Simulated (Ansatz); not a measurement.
Take Ge in the diamond structure (space group Fd-3m, No. 227; a = 5.676 Å) as the base. Axes: x, y, z lie along the cube axes.

Method: Ansatz (a first-principles code), PBEsol, PAW, cutoff 420 eV, spin-orbit coupling left out.

Before the change:

Pressure: 0.0 GPa

One thing is altered: the cell is compressed by 1.00 % along z with no lateral relaxation; the atoms relax in the strained cell.

Problem. How does this affect the energy relative to the base?

Solution. The energy grows by 0.8 meV/atom.

Problem. Estimate the effect on the pressure.

Solution. The pressure (mean of the normal stresses, compression positive) goes from zero to 0.7 GPa.

Stability against distortions was not tested.
